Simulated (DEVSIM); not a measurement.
Structure: Ru/SiO2/p-Ge capacitor, at 300 K.

| layer (left to right) | material | thickness (nm) | Na (cm⁻³) |
|---|---|---|---|
| 1 | SiO2 | 2.10 | - |
| 2 | Ge | 680 | 7.6e17 |

Metal gate on the left, work function 4.7 eV. Fixed charge at the semiconductor interface 0 cm⁻² (in units of +e); no interface traps.

The device is made up for the run: typed textbook-type constants, with dimensions and the other settings drawn at random. Values at 300 K.

| parameter | SiO2 | Ge |
|---|---|---|
| gap (eV) | 9 | 0.664 |
| affinity (eV) | 0.9 | 4 |
| permittivity | 3.9 | 16 |
| Nc (cm⁻³) | - | 1.04e19 |
| Nv (cm⁻³) | - | 6e18 |

DEVSIM, 1D Poisson equation in equilibrium, Boltzmann statistics, complete ionisation; no quantum confinement or tunnelling. Metal contacts follow the ideal Schottky-Mott rule: no Fermi-level pinning, no interface dipoles.

The SiO2 thickness was swept, all else fixed.

```csv
SiO2 thickness (μm),minimum of the low-frequency capacitance (μF/cm²),threshold voltage (band bending 2φF) (V),capacitance of the dielectric stack (μF/cm²)
0.00084,0.419,0.74,4.11
0.0012,0.402,0.78,2.88
0.0015,0.386,0.82,2.30
0.0018,0.374,0.86,1.92
0.0021,0.363,0.90,1.64
0.0025,0.348,0.94,1.38
```

From the first row to the last the minimum of the low-frequency capacitance goes from 0.419 to 0.348. From the first row to the last the threshold voltage (band bending 2φF) goes from 0.74 to 0.94.
